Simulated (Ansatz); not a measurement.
**CuAu (space group P4/mmm, No. 123)**

Space group P4/mmm (No. 123); a = b = 2.882 Å, c = 3.615 Å, α = β = γ = 90.00°

```
atom  site  symmetry       x       y       z
----  ----  --------  ------  ------  ------
Cu      1a     4/mmm  0.0000  0.0000  0.0000
Au      1d     4/mmm  0.5000  0.5000  0.5000
```

Calculations: plane-wave PAW DFT at the PBE level (Ansatz, a first-principles code, 420 eV), spin-orbit coupling left out. Settings: 16×16×13 k-points, 0.05 eV Fermi–Dirac smearing.

```yaml
volume_per_atom: 15.01 Å³
density: 14.41 g/cm³
band_gap: zero
total_energy: -9887.303 eV/atom (σ→0; compares only within this code and set-up)
```

Whether these cells are dynamically stable was not tested. All final runs are without spin polarisation.
